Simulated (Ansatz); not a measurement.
Crystal: Ba$_{3}$V$_{2}$O$_{8}$ (R-3m, not sure to be the ambient phase, 13 atoms a cell, 16.1 Å³ an atom, -4 GPa at this level); planes in its conventional cell.

Level of theory: PBEsol (plane waves, PAW; Ansatz, a quantum-chemistry and plane-wave program).

No gap correction and no spin-orbit coupling; mid-gap values are interpolated between computed energies.

```
plane  area of the cell (Å²)  mid-gap κ (1/Å)  largest κ in the gap (1/Å)
-----  ---------------------  ---------------  --------------------------
(101)                   42.8             0.43                        0.43
(110)                   72.1              [?]                         [?]
```

Question: The slowest decay depends on the direction. Supply the withheld values.

Answer: 
- (110), mid-gap κ (1/Å): 0.39
- (110), largest κ in the gap (1/Å): 0.39
